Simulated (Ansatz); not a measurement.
# Response to strain in HgS

Consider HgS in the zinc blende structure (space group F-43m, No. 216; a = 5.9916 Å).

Strains are applied to the cell and any free atomic positions relax.

The values are results of Kohn–Sham DFT with the PBE functional, run in Ansatz (a program for electronic structure) with PAW and 420 eV plane waves, spin-orbit coupling left out, not measurements.

Notes on the quantities. energy relative to the base: free energy F.

```csv
case,pressure,energy relative to the base,shortest interatomic distance
base,0.0 GPa,0 meV/atom,259.4 pm
isotropic strain −2.00 %,3.5 GPa,+16 meV/atom,254.3 pm
isotropic strain −1.00 %,…,+4.0 meV/atom,256.8 pm
isotropic strain −0.50 %,0.8 GPa,+1.0 meV/atom,258.1 pm
isotropic strain +0.50 %,…,…,260.7 pm
isotropic strain +1.00 %,-1.4 GPa,+3.7 meV/atom,262.0 pm
isotropic strain +1.50 %,-2.0 GPa,+8.1 meV/atom,263.3 pm
isotropic strain +2.00 %,-2.6 GPa,+14 meV/atom,264.6 pm
isotropic strain +2.50 %,-3.1 GPa,…,265.9 pm
isotropic strain +3.00 %,-3.6 GPa,+30 meV/atom,267.2 pm
```

Some entries are withheld; estimate them.


- isotropic strain −1.00 %, pressure: 1.6 GPa
- isotropic strain +0.50 %, pressure: -0.7 GPa
- isotropic strain +0.50 %, energy relative to the base: +0.9 meV/atom
- isotropic strain +2.50 %, energy relative to the base: +22 meV/atom

A case with no gap was solved on a k-mesh chosen for an insulator, which is coarse for it. Stability against distortions was not tested. All final runs are without spin polarisation.
